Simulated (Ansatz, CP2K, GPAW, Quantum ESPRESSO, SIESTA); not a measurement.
**One structure in several programs: Te₃Au (P1, 4 atoms in the cell)**

Self-consistent single point, at a second geometry (atoms moved at random). First geometry:

```
Te3Au
1.0
    3.10260     0.00000     0.00000
    0.00000     3.10260     0.00000
    0.00000     0.00000    12.93947
Te Au
3 1
Direct
  0.00000   0.00000   0.20249
  0.00000   0.00000   0.79751
  0.00000   0.00000   0.50000
  0.00000   0.00000   0.00000
```

Second geometry:
```xyz
4
Lattice="3.1026 0.0000 0.0000 0.0000 3.1026 0.0000 0.0000 0.0000 12.9395" Properties=species:S:1:pos:R:3 pbc="T T T"
Te    -0.0387    -0.0263     2.6025
Te     0.0183     0.0324    10.3168
Te    -0.0260    -0.0445     6.4736
Au     0.0465     0.0384     0.0163
```

Shared settings, as Ansatz (a quantum-chemistry and plane-wave program) writes them: kpoints.mp_grid.grid = 7 7 2; scf.occupations.method = gaussian; scf.occupations.width = 0.1 eV. Potentials and cutoffs stand in the table.

```json
[
 {"code": "Quantum ESPRESSO", "model": "PBEsol, GBRV 1.5 ultrasoft (PBESOL) pseudopotentials", "ΔF from the first geometry (meV/atom)": "2.2", "pressure (GPa)": "-1.53", "largest force (eV/Å)": "0.376", "cutoff": "40 Ry"},
 {"code": "CP2K", "model": "PBEsol, GPW, DZVP-MOLOPT-SR-GTH basis, GTH-PBE potentials (GTH_POTENTIALS)", "ΔF from the first geometry (meV/atom)": "3.9", "pressure (GPa)": "1.02", "largest force (eV/Å)": "0.778", "cutoff": "grid 500 Ry"},
 {"code": "GPAW", "model": "PBEsol, GPAW PAW datasets PBEsol (made by gpaw-setup)", "ΔF from the first geometry (meV/atom)": "1.7", "pressure (GPa)": "-1.86", "largest force (eV/Å)": "0.342", "cutoff": "550 eV"},
 {"code": "Ansatz", "model": "PBEsol, PAW files made with PBE", "ΔF from the first geometry (meV/atom)": "1.5", "pressure (GPa)": "-1.73", "largest force (eV/Å)": "0.336", "cutoff": "default"},
 {"code": "SIESTA", "model": "GGA PBEsol, numerical atomic orbitals DZP, PseudoDojo PBEsol standard norm-conserving potentials (rewritten from UPF to PSML)", "ΔF from the first geometry (meV/atom)": "2.9", "pressure (GPa)": "-0.26", "largest force (eV/Å)": "0.503", "cutoff": "grid 300 Ry"}
]
```

Size of the force on each atom (eV/Å): Sizes of forces hide their directions.

```json
[
 {"code": "Quantum ESPRESSO", "Te1": "0.283", "Te2": "0.100", "Te3": "0.006", "Au4": "0.376"},
 {"code": "CP2K", "Te1": "0.778", "Te2": "0.346", "Te3": "0.007", "Au4": "0.430"},
 {"code": "GPAW", "Te1": "0.151", "Te2": "0.197", "Te3": "0.006", "Au4": "0.342"},
 {"code": "Ansatz", "Te1": "0.107", "Te2": "0.240", "Te3": "0.006", "Au4": "0.336"},
 {"code": "SIESTA", "Te1": "0.503", "Te2": "0.080", "Te3": "0.009", "Au4": "0.426"}
]
```

On Ansatz's run: spin-orbit coupling is off.

The spread over the programs that give each value: ΔF from the first geometry within 2.4 meV/atom; pressure within 2.88 GPa; largest force within 0.442 eV/Å.

CP2K and SIESTA use small atom-centred bases, whose incompleteness enters pressures, forces and empty levels differently from a plane-wave cutoff. Ansatz's pressure is given at a fixed set of plane waves, as the other plane-wave codes print theirs; with its correction for the finite basis it is -1.70 GPa. In the pressure, CP2K (by 2.75) and SIESTA (by 1.46) lie more than 1 GPa from the median of the plane-wave programs. In the force vectors, Quantum ESPRESSO (by 0.136), CP2K (by 0.634) and SIESTA (by 0.360) lie more than 0.08 eV/Å from the median of the plane-wave programs.

The starting cell comes from a database of computed structures (which also holds hypothetical and non-ambient phases and stackings), without a prior relaxation at this level. For this run, on top of that: atoms moved at random.

Left out of this page: Elk (not drawn, or without a comparable value).

Keys are those of Ansatz 0.2.
